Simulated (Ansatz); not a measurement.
System: ScAg (model structure, within 0.1 Å of Pm-3m, No. 221, 2 atoms in the cell). Method: LDA in Ansatz (PAW).

Numerical settings: plane-wave cutoff 520 eV, 18×18×14 k mesh (along the axes of the cell as run), Fermi–Dirac smearing 0.05 eV, no spin polarisation, scalar-relativistic PAW data made under PBE.

Cell (relaxed at this level):

```cif
data_AgSc
_chemical_formula_sum 'Sc1 Ag1'
_space_group_name_H-M_alt 'P 1'
_space_group_IT_number 1
_cell_length_a 3.33985
_cell_length_b 3.33985
_cell_length_c 3.33699
_cell_angle_alpha 90.000
_cell_angle_beta 90.000
_cell_angle_gamma 90.000
loop_
_space_group_symop_operation_xyz
  'x, y, z'
loop_
_atom_site_label
_atom_site_type_symbol
_atom_site_fract_x
_atom_site_fract_y
_atom_site_fract_z
_atom_site_occupancy
Sc1 Sc 0.50000 0.50000 0.50000 1
Ag1 Ag 0.00000 0.00000 0.00000 1
```

Task: Predict the bulk modulus B0.

Result: 
bulk modulus B0: 102 GPa

The run finds no gap.

Note: the bulk modulus is −V dP/dV from two relaxed cells at ±2 % in volume.

Static lattice: no zero-point or thermal effects.

Cost on a shared machine: about 80 core-seconds (a rough figure).

A model structure was made by putting elements into a prototype or built by hand; here it ended with the formula and space group of a phase in our tables.

Ansatz is a quantum-chemistry and plane-wave program.
